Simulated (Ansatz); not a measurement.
Given:

```
CELL_PARAMETERS angstrom
      3.19120     0.00000     0.00000
      1.59560     2.76366     0.00000
      0.00000     0.00000     5.27676
ATOMIC_POSITIONS crystal
  Zn 0.33333 0.33333 0.00465
  Zn 0.66667 0.66667 0.50465
  O  0.33333 0.33333 0.37735
  O  0.66667 0.66667 0.87735
```

No spin polarisation.

The values are results of PBEsol (Ansatz, an electronic-structure program, PAW, no spin-orbit coupling), not measurements. k-mesh 12×12×7 (Γ-centred); smearing 0.05 eV (Fermi–Dirac).

Predict the pressure and valence-band top at Γ.

The pressure (mean of the normal stresses, compression positive) is 1.75 GPa and the valence-band top at Γ (three highest levels, from the VBM) is 0.00, 0.00, -0.12 eV.

The levels and masses belong to the bands next to the band gap. The cells carry an imposed strain or load. Whether these cells are dynamically stable was not tested. The cell was made from ZnO in the wurtzite structure (space group P6_3mc, No. 186) by this change: biaxial strain −1.20 %, plane normal [001], relaxed out of plane.
